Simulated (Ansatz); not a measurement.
# Converging the k-point mesh: NbTc (Cmm2, 2 atoms in the cell)

```yaml
crystal:
  lattice:
    - [1.60130, -2.30988, 0.00000]
    - [1.60130, 2.30988, 0.00000]
    - [0.00000, 0.00000, 4.43654]
  atoms:
    - { symbol: Nb, position: [0.00000, 0.00000, 0.01127] }
    - { symbol: Tc, position: [0.50000, 0.50000, 0.50000] }
```

Method: LDA (PW92), default PAW files made with PBE (plane waves; Ansatz, an electronic-structure program).

Base settings: basis.ecutwfc = 36.7 Ry; kpoints.mp_grid.grid = 12 12 8; hamiltonian.xc = lda; hamiltonian.pseudopotentials = {kind: paw} (the program's default PAW files); scf.occupations.method = gaussian; scf.occupations.width = 0.0073 Ry.

The second cell is the first with its lattice scaled by 0.98.

Only quantities that move along the ladder and can be compared are tabulated.

The count of work is k-points × plane waves × bands × iterations; it is no time. 

The starting cell comes from a database of computed structures (which also holds hypothetical and non-ambient phases and stackings), without a prior relaxation at this level. Its lattice was rescaled by up to half a per cent. One atom was moved a little off its site on purpose. Spin polarisation is off. In the base run, with a pressure of about -15 GPa the cell is away from its equilibrium volume at this level. Ansatz's pressure includes its estimate of the finite-basis (Pulay) stress. The cutoff lies below the one recommended for these files.

| kpoints.mp_grid.grid | free energy less the last step's (meV/atom) | energy of the compressed cell less the first (meV/atom) | pressure (GPa) | largest difference of a force vector from the last step's (eV/Å) | count of work / last |
|---|---|---|---|---|---|
| 2 2 2 | -29.14 | -112.73 | -23.95 | 0.272 | 0.0019 |
| 3 3 2 | 140.69 | -28.21 | -11.45 | 0.069 | 0.0025 |
| 4 4 2 | -81.76 | -54.93 | -15.75 | 0.051 | 0.0050 |
| 4 4 3 | 16.07 | -50.34 | -14.93 | 0.020 | 0.0044 |
| 5 5 3 | 4.44 | -54.14 | -15.51 | 0.001 | 0.0064 |
| 6 6 4 | 0.12 | -47.99 | -14.45 | 0.019 | 0.014 |
| 7 7 4 | 6.16 | -48.23 | -14.54 | 0.002 | 0.017 |
| 8 8 5 | -4.01 | -51.99 | -15.12 | 0.018 | 0.020 |
| 9 9 5 | -10.69 | -50.24 | -14.89 | 0.010 | 0.024 |
| 10 10 6 | -0.95 | -51.14 | -15.05 | 0.006 | 0.039 |
| 11 11 7 | 3.90 | -50.53 | -14.95 | 0.001 | 0.045 |
| 12 12 7 | 1.66 | -51.45 | -15.00 | 0.011 | 0.054 |
| 12 12 8 | -0.30 | -50.59 | -14.90 | 0.010 | 0.068 |
| 13 13 8 | -2.35 | -49.74 | -14.81 | 0.000 | 0.077 |
| 15 15 9 | 2.06 | -50.28 | -14.87 | 0.005 | 0.10 |
| 16 16 10 | -0.39 | -50.61 | -14.93 | 0.008 | 0.14 |
| 18 18 11 | 0.24 | -50.65 | -14.94 | 0.003 | 0.17 |
| 20 20 12 | -0.49 | -50.11 | -14.87 | 0.002 | 0.24 |
| 24 24 15 | -0.17 | -50.50 | -14.91 | 0.001 | 0.40 |
| 27 27 16 | -0.12 | -50.32 | -14.89 | 0.002 | 0.55 |
| 33 33 20 | 0.00 | -50.36 | -14.90 | 0.000 | 1.0 |

Coarsest kpoints.mp_grid.grid that holds the forces within 0.005 eV/Å of the last step, with all finer ones: 18 18 11, at 0.17 of the last step's count of work; the step before is off by 0.008 eV/Å.

Coarsest kpoints.mp_grid.grid that holds the free energy within 5 meV/atom of the last step, with all finer ones: 10 10 6, at 0.039 of the last step's count of work; the step before is off by 11 meV/atom.

Coarsest kpoints.mp_grid.grid that holds the energy of the compressed cell less the first within 0.5 meV/atom of the last step, with all finer ones: 15 15 9, at 0.10 of the last step's count of work; the step before is off by 0.62 meV/atom.

The energy difference between the two cells stays within 1 meV/atom of the last step's from 12 12 8 on, the total only from 16 16 10 on: much of the error is common to both cells and cancels.

Two neighbours can agree and both be off: 6 6 4 and 7 7 4 differ by 0.25 meV/atom in the energy of the compressed cell less the first, yet lie about 2.1 meV/atom from the last step.

Keys are those of Ansatz 0.2.
